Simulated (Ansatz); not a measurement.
The starting structures come from a database of crystals and need not be the phases stable at ambient conditions.

 Where the default PAW files enter, the runs use the earlier of Ansatz's two default sets.

The decay constant κ of evanescent states in the gap governs leakage through a thin film.

Data:

```
CELL_PARAMETERS angstrom
      5.09262     0.00000     0.00000
      2.34153     6.71655     0.00000
      0.72450    -1.85827     4.86900
ATOMIC_POSITIONS crystal
  Li 0.25000 0.31320 0.39400
  Li 0.75000 0.68680 0.60600
  Al 0.00000 0.00000 0.00000
  Al 0.00000 0.50000 0.00000
  H  0.66220 0.84750 0.07080
  H  0.33780 0.15250 0.92920
  P  0.67280 0.26520 0.64310
  P  0.32720 0.73480 0.35690
  O  0.30250 0.84150 0.66570
  O  0.69750 0.15850 0.33430
  O  0.64490 0.57740 0.24020
  O  0.35510 0.42260 0.75980
  O  0.12540 0.61010 0.32360
  O  0.87460 0.38990 0.67640
  O  0.73610 0.10380 0.79250
  O  0.26390 0.89620 0.20750
  O  0.86400 0.77440 0.95770
  O  0.13600 0.22560 0.04230
```

Space group of this cell: P-1. The cell is taken as given; by PBEsol its mean pressure is -3.6 GPa.

Transport runs along the normal of the first two printed cell vectors.

The gap is the functional's own, uncorrected, and κ follows it; spin-orbit coupling is left out. Mid-gap values are interpolated between the computed energies.

Problem. Give the band gap and the smallest decay constant κ at mid-gap that PBEsol (Ansatz, a first-principles code) yields.

Solution. Gap 5.63 eV on a 8×6×6 mesh; κ = 0.434 1/Å, at the zone centre.
